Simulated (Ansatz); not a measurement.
**Effect of x(Zr) = 0.25, 8 atoms, P-3m1 on Ti**

The reference is Ti in the hcp (Mg type) structure (space group P6_3/mmc, No. 194; a = 2.936 Å, c = 4.636 Å).

The other end (x = 1) is Zr in the hcp (Mg type) structure (space group P6_3/mmc, No. 194): 23.50 Å³/atom, gap zero.

It is then changed as follows: Zr replaces 25.0 % of the Ti, ordered in a cell of 8 atoms (starting symmetry P-3m1) and fully relaxed.

The values are results of r2SCAN (Ansatz, a program for electronic structure; PAW; 500 eV plane waves; no spin-orbit coupling), not measurements. k-mesh 18×18×3 (Γ-centred); smearing 0.05 eV (Fermi–Dirac), for the changed cell.

* **Density**: 5.17 g/cm³ (base 4.59 g/cm³)
* **Shortest interatomic distance**: 5.330 bohr (base 5.427 bohr)
* **Band gap**: zero (base zero)
* **Mixing energy**: +0.05 eV/atom (to 0.01 eV only: unlike meshes or grids)
* **Deviation of the volume from the linear (Vegard-type) interpolation**: -0.1 %

Cost of the whole job for the changed cell (relaxation, final SCF and bands): very roughly 15 core-minutes.

These are small ordered cells, not random alloys; other orderings at the same x differ. No phonon test of stability was made. The final runs are not spin-polarised.
